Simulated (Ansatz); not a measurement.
# Al: biaxial strain −0.83 %, plane normal [111], relaxed out of plane

Base system: Al in the fcc (Cu type) structure (space group Fm-3m, No. 225; a = 4.0155 Å; relaxed with 0.1 eV smearing). Axes: x, y, z lie along the cube axes.

Perturbation: compressive biaxial strain of 0.83 % in the plane normal to [111], as in epitaxy on a mismatched substrate; the out-of-plane cell vector and the atoms relax.

Calculations: PBEsol (Ansatz, an electronic-structure program), scalar-relativistic without spin-orbit coupling. k-mesh 28×28×28 (Γ-centred); smearing 0.1 eV (Fermi–Dirac).

| quantity | base | changed | shift |
|---|---|---|---|
| volume per atom | 16.19 Å³ | 16.05 Å³ | -0.14 Å³ |
| space group | Fm-3m (No. 225) | R-3m (No. 166) | – |
| energy relative to the base (free energy F) | 0 meV/atom | +0.9 meV/atom | +0.9 meV/atom |
| pressure (mean of the normal stresses, compression positive) | 0.0 GPa | 0.7 GPa | +0.7 GPa |
| band gap | zero | zero | – |
| out-of-plane strain | – | +0.82 % | – |
| ratio −ε⊥/ε∥ | – | 0.99 | – |
| mean in-plane stress (compression positive) | – | +1.1 GPa | – |

Whether these cells are dynamically stable was not tested.
